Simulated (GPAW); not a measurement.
A self-consistent single point of LaPb3 (Pm-3m, 4 atoms in the cell) with GPAW.

Method: LDA (Perdew-Wang 92), GPAW PAW datasets LDA (gpaw-data 1.0.1) (plane waves; GPAW 25.7.0).

The change in words: lattice scaled by 0.98. Reference geometry:
```xyz
4
Lattice="4.9295 0.0000 0.0000 0.0000 4.9295 0.0000 0.0000 0.0000 4.9295" Properties=species:S:1:pos:R:3 pbc="T T T"
La     0.0000     0.0000     0.0000
Pb     0.0000     2.4648     2.4648
Pb     2.4648     0.0000     2.4648
Pb     2.4648     2.4648     0.0000
```

Reference input (self-consistent single point, DFT LDA (Perdew-Wang 92), plane waves, GPAW PAW datasets LDA (gpaw-data 1.0.1)): mode = pw; ecut = 800 eV; xc = LDA; kpts = 7 7 7; mesh shift (steps) = 0 0 0; occupations.name = methfessel-paxton; occupations.width = 0.136 eV; occupations.order = 0; nbands = -10; symmetry.symmorphic = false; symmetry.tolerance = 0.0005; maxiter = 100. This run's input differs from it in these lines:

```diff
@@ -5,9 +5,9 @@
 atoms = Atoms(['La', 'Pb', 'Pb', 'Pb'],
-              cell=[[4.929516, 0.000000, 0.000000],
-                    [0.000000, 4.929516, 0.000000],
-                    [0.000000, 0.000000, 4.929516]],
+              cell=[[4.830926, 0.000000, 0.000000],
+                    [0.000000, 4.830926, 0.000000],
+                    [0.000000, 0.000000, 4.830926]],
               positions=[[0.000000, 0.000000, 0.000000],
-                         [0.000000, 2.464758, 2.464758],
-                         [2.464758, 0.000000, 2.464758],
-                         [2.464758, 2.464758, 0.000000]],
+                         [0.000000, 2.415463, 2.415463],
+                         [2.415463, 0.000000, 2.415463],
+                         [2.415463, 2.415463, 0.000000]],
               pbc=True)
```

Output, abridged:

```
     iter     time        total  log10-change:
                         energy   eigst   dens
iter:   1 --:--:--   -21.269867
iter:   2 --:--:--   -21.289419   -0.91  -1.54
iter:   3 --:--:--   -21.141314   -1.13  -1.56
iter:   4 --:--:--   -21.164584   -1.71  -1.96
iter:   5 --:--:--   -21.147015c  -1.85  -2.02
iter:   6 --:--:--   -21.133670   -1.95  -2.21
iter:   7 --:--:--   -21.115368   -3.28  -2.33
iter:   8 --:--:--   -21.111677c  -2.69  -2.55
iter:   9 --:--:--   -21.113290c  -2.96  -2.66
iter:  10 --:--:--   -21.108391c  -3.78  -2.70
iter:  11 --:--:--   -21.108198c  -3.59  -3.13
iter:  12 --:--:--   -21.108253c  -3.84  -3.16
   [... 3 lines left out ...]
iter:  16 --:--:--   -21.108002c  -5.80  -3.54
iter:  17 --:--:--   -21.107981c  -5.75  -3.84
iter:  18 --:--:--   -21.107993c  -6.32  -3.89
iter:  19 --:--:--   -21.107991c  -6.54  -3.94
iter:  20 --:--:--   -21.107997c  -6.88  -4.05c
iter:  21 --:--:--   -21.107990c  -6.92  -4.18c
iter:  22 --:--:--   -21.107981c  -6.64  -4.32c
iter:  23 --:--:--   -21.107981c  -7.24  -4.50c
iter:  24 --:--:--   -21.107985c  -7.19  -4.57c
iter:  25 --:--:--   -21.107983c  -7.68c -4.77c
Converged after 25 iterations.

Dipole moment: (-0.000000, -0.000000, -0.000000) |e|*Ang

Energy contributions relative to reference atoms: (reference = -1931851.423803)

Kinetic:        +33.919362
Potential:      -28.738688
External:        +0.000000
XC:             -25.814592
Entropy (-ST):   -0.013365
Local:           -0.467382
SIC:             +0.000000
--------------------------
Free energy:    -21.114665
Extrapolated:   -21.107983

Showing only first 2 kpts
 Kpt  Band  Eigenvalues  Occupancy
  0    24      6.92961    2.00000
  0    25     10.19187    0.00000
  0    26     10.19187    0.00000
  0    27     10.19187    0.00000

  1    24      7.24271    2.00000
  1    25      9.32946    1.61908
  1    26      9.85362    0.00000
  1    27      9.85362    0.00000

Fermi level: 9.41372

No gap
No difference between direct/indirect transitions
Energy (eV): -21.107983

Forces in eV/Ang:
  0 La    0.00000    0.00000    0.00000
  1 Pb    0.00000    0.00000    0.00000
  2 Pb    0.00000    0.00000    0.00000
  3 Pb    0.00000    0.00000    0.00000

Stress tensor:
     0.001474    -0.000000     0.000000
    -0.000000     0.001474     0.000000
     0.000000     0.000000     0.001474
Stress (GPa, Voigt): [ 0.2361  0.2361  0.2361  0.      0.     -0.    ]
```

The run converged in 25 iterations. GPAW prints stress with tension positive. Against the reference run the free energy falls by 20.9 meV/atom and the pressure goes from -3.40 to -0.24 GPa.

The starting cell comes from a database of computed structures (which also holds hypothetical and non-ambient phases and stackings), without a prior relaxation at this level. Its lattice was rescaled by a random factor within 2.5 % of one. For this run, on top of that: lattice scaled by 0.98.

Cost on one core of a shared machine: roughly 40 s.
